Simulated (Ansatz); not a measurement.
The parent structure is Mo in the bcc (W type) structure (space group Im-3m, No. 229; relaxed with 0.1 eV smearing).

```
CELL_PARAMETERS angstrom
     -1.57562     1.57562     1.57562
      1.57562    -1.57562     1.57562
      1.57562     1.57562    -1.57562
ATOMIC_POSITIONS crystal
  Mo 0.00000 0.00000 0.00000
```

Cartesian axes are those of the cell as printed.

All numbers come from r2SCAN (Ansatz, a program for electronic structure, PAW, spin-orbit coupling left out), earlier PAW set.

Now apply this change: uniaxial strain ε_xx = −4.09 %, all other strain components held at zero; the atoms relax in the strained cell.

Problem. Predict the stress tensor and what it implies for the stiffness.

Solution. Stress of the strained cell less that of the base (GPa, compression positive):
```
   22.8     0.0     0.0
    0.0     7.6     0.0
    0.0     0.0     7.6
```

Then −Δσ_ii/ε with ε = -0.0409 gives secant stiffness values (nonlinear terms included at this strain): C11 ≈ 556 GPa, C12 ≈ 185 GPa and C13 ≈ 185 GPa.

As a check, the harmonic strain energy −½ V₀ Δσ:ε is 45 meV/atom; the computed energy rise is 44 meV/atom.

Stability against distortions was not tested. All final runs are without spin polarisation.
